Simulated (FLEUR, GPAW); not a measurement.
A FLEUR input for a self-consistent single point of MgF₂ (Amm2, 3 atoms in the cell) (DFT, LDA (Vosko-Wilk-Nusair), all-electron FLAPW (FLEUR), scalar-relativistic valence):

Input of the input generator:

```
MgF2 crystal
&input film=f /
6.0092402592 0.0000000000 0.0000000000
0.0000000000 2.6211502903 6.4736669105
0.0000000000 -2.6211502903 6.4736669105
1.0
1.0 1.0 1.0

3
12 0.5000000000 0.0128800000 0.0128800000
9 0.0000000000 0.5622400000 0.5622400000
9 0.5000000000 0.2998800000 0.2998800000

&comp jspins=1 /
&exco xctyp='vwn' /
&kpt div1=7 div2=8 div3=8 gamma=t /
&end /
```

```xml
<?xml version="1.0" encoding="UTF-8" standalone="no"?>
<fleurInput fleurInputVersion="0.39">
   <comment>
      MgF2 crystal                                                                                        
   </comment>
   <calculationSetup>
      <cutoffs Kmax="4.2" Gmax="16.8" GmaxXC="16.8" numbands="0"/>
      <scfLoop itmax="60" minDistance="0.00001" maxIterBroyd="15" imix="Anderson" alpha="0.05" precondParam="0.0" spinf="2.0"/>
      <coreElectrons ctail="T" frcor="F" kcrel="0" coretail_lmax="0"/>
      <xcFunctional name="vwn" relativisticCorrections="F"/>
      <magnetism jspins="1"/>
      <soc l_soc="F" theta="0.0" phi="0.0" spav="F"/>
      <expertModes spex="0" secvar="F"/>
      <geometryOptimization l_f="T" forcealpha="1.0" forcemix="BFGS" epsdisp="0.00001" epsforce="0.00001"/>
      <ldaU l_linMix="F" mixParam="0.05" spinf="1.0"/>
   </calculationSetup>
   <cell>
      <bzIntegration valenceElectrons="24.0" mode="hist" fermiSmearingEnergy="0.0001">
         <kPointListSelection listName="default-1"/>
         <!-- k-points included here -->
         <xi:include xmlns:xi="http://www.w3.org/2001/XInclude" href="kpts.xml"> </xi:include>
      </bzIntegration>
      <!-- symmetry operations included here -->
      <xi:include xmlns:xi="http://www.w3.org/2001/XInclude" href="sym.xml"> </xi:include>
      <bulkLattice scale="1.0">
         <bravaisMatrix>
            <row-1>    6.0092402592000003     0.0000000000000000     0.0000000000000000</row-1>
            <row-2>    0.0000000000000000     2.6211502903000001     6.4736669105000004</row-2>
            <row-3>    0.0000000000000000    -2.6211502903000001     6.4736669105000004</row-3>
         </bravaisMatrix>
      </bulkLattice>
   </cell>
   <atomSpecies>
      <species name="Magnesium (Mg)" element="Mg" atomicNumber="12">
         <mtSphere radius="1.90" gridPoints="655" logIncrement="0.017"/>
         <atomicCutoffs lmax="8" lnonsphr="6"/>
         <electronConfig flipSpins="F">
            <coreConfig>(1s1/2)</coreConfig>
            <valenceConfig>(2s1/2) (2p1/2) (2p3/2) (3s1/2)</valenceConfig>
         </electronConfig>
         <energyParameters s="3" p="3" d="3" f="4"/>
         <lo type="SCLO" l="0" n="2" eDeriv="0"/>
         <lo type="SCLO" l="1" n="2" eDeriv="0"/>
      </species>
      <species name="Fluorine (F)" element="F" atomicNumber="9">
         <mtSphere radius="1.65" gridPoints="569" logIncrement="0.019"/>
         <atomicCutoffs lmax="6" lnonsphr="4"/>
         <electronConfig flipSpins="F">
            <coreConfig>(1s1/2)</coreConfig>
            <valenceConfig>(2s1/2) (2p1/2) (2p3/2)</valenceConfig>
            <stateOccupation state="(2p1/2)" spinUp="0.8333333333333" spinDown="0.8333333333333"/>
            <stateOccupation state="(2p3/2)" spinUp="1.6666666666667" spinDown="1.6666666666667"/>
         </electronConfig>
         <energyParameters s="2" p="2" d="3" f="4"/>
      </species>
   </atomSpecies>
   <atomGroups>
      <atomGroup species="Magnesium (Mg)">
         <relPos label="                   1">1.000/2.000 .0128800000 .0128800000</relPos>
         <force calculate="T" relaxXYZ="TTT"/>
      </atomGroup>
      <atomGroup species="Fluorine (F)">
         <relPos label="                   2">.0000000000 -.4377600000 -.4377600000</relPos>
         <force calculate="T" relaxXYZ="TTT"/>
      </atomGroup>
      <atomGroup species="Fluorine (F)">
         <relPos label="                   3">1.000/2.000 .2998800000 .2998800000</relPos>
         <force calculate="T" relaxXYZ="TTT"/>
      </atomGroup>
   </atomGroups>
   <output dos="F" band="F" slice="F">
      <checks vchk="F" cdinf="F"/>
      <bandDOS minEnergy="-.5*Htr" maxEnergy="0.5*Htr" sigma="0.015" storeEVData="T"/>
      <vacuumDOS vacdos="F" integ="F" star="F" nstars="0" locx1="0.0" locy1="0.0" locx2="0.0" locy2="0.0" nstm="0" tworkf="0.0"/>
      <unfoldingBand unfoldBand="F" supercellX="1" supercellY="1" supercellZ="1"/>
      <plotting iplot="0" polar="F">
         <plot TwoD="T" vec1="  1.0  0.0  0.0" vec2="  0.0  1.0  0.0" vec3="  0.0  0.0  1.0" zero="  0.0  0.0  0.0" file="plot"/>
      </plotting>
      <chargeDensitySlicing numkpt="0" minEigenval="0.0" maxEigenval="0.0" nnne="0" pallst="F"/>
      <specialOutput eonly="F"/>
      <magneticCircularDichroism mcd="F" energyLo="-10.0" energyUp="0.0"/>
   </output>
  <!-- We include the file relax.xml here to enable relaxations (see documentation) -->
  <xi:include xmlns:xi="http://www.w3.org/2001/XInclude" href="relax.xml"> <xi:fallback/> </xi:include>
</fleurInput>
```

Question: Translate this input to GPAW.

Answer: This is the input that was run; spellings and numerical settings could be chosen otherwise.

```python
from ase import Atoms
from ase.units import GPa
from gpaw import GPAW, PW

atoms = Atoms(['Mg', 'F', 'F'],
              cell=[[3.179953, 0.000000, 0.000000],
                    [0.000000, 1.387053, 3.425717],
                    [0.000000, -1.387053, 3.425717]],
              scaled_positions=[[0.500000, 0.012880, 0.012880],
                                [0.000000, 0.562240, 0.562240],
                                [0.500000, 0.299880, 0.299880]],
              pbc=True)

calc = GPAW(mode=PW(900),
            xc='LDA',
            kpts={'size': (7, 8, 8), 'gamma': True},
            occupations={'name': 'fixed-uniform'},
            nbands=-6,
            convergence={'forces': 0.001, 'bands': -4},
            symmetry={'symmorphic': False, 'tolerance': 0.0005},
            maxiter=150)

atoms.calc = calc

energy = atoms.get_potential_energy()
print('Energy (eV):', round(energy, 6))
forces = atoms.get_forces()
print('Forces (eV/Ang):')
print(forces.round(5))
stress = atoms.get_stress()
print('Stress (GPa, Voigt):', (stress / GPa).round(4))
```

Basis, cutoffs, solver keys and any potentials are the target program's own. This input uses DFT LDA (Perdew-Wang 92), plane waves, GPAW PAW datasets LDA (gpaw-data 1.0.1). LDA parametrisations can differ slightly between programs.

The starting cell comes from a database of computed structures (which also holds hypothetical and non-ambient phases and stackings), without a prior relaxation at this level. For this run, on top of that: lattice scaled by 0.98.
